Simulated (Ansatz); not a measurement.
The parent structure is YN in the rock salt structure (space group Fm-3m, No. 225; a = 4.896 Å).

Level of theory: r2SCAN/PAW in Ansatz (a quantum-chemistry and plane-wave program), without spin-orbit coupling.

Before the change:

```
Quantity                      Result
-------------------  ---------------
Gap character        indirect, Γ → X
Smallest direct gap          0.98 eV
Pressure                    0.00 GPa
```

The change: an isotropic linear strain of −3.00 %, atoms relaxed at fixed cell.

Q: How does this affect the gap character, smallest direct gap and pressure?

A: The gap character is still indirect, Γ → X; the smallest direct gap decreases by 0.266 eV to 0.72 eV; the pressure goes from zero to 18.74 GPa.

No phonon test of stability was made.
